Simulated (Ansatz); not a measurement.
Smallest direct gap on the k points sampled of TaAgO3 (Pm-3m, No. 221; start mp-1187189) at several levels of theory

No measured value is used here.

| level (code) | value (eV) |
|---|---|
| LDA (Ansatz) | 2.14 |
| PBEsol (Ansatz) | 2.19 |
| r²SCAN (Ansatz) | 2.67 |
| HSE06 (Ansatz) | 3.78 |
| HSE06+SOC (Ansatz) | 3.66 |
| PBE0 (Ansatz) | 4.52 |
| r²SCAN0 (Ansatz) | 4.84 |

Computed values are for a static lattice. Spin–orbit coupling is included only where a level's name says +SOC; with heavier elements it mostly lowers gaps and can invert bands.  Values are at the PBEsol cell. Cutoffs and k meshes differ between the levels. Ansatz's density-functional and Hartree–Fock values are scalar-relativistic unless marked +SOC, with PAW data made under PBE.

A start named mp-… is a Materials Project structure, which can be a computed phase never made.

Ansatz is a first-principles code.
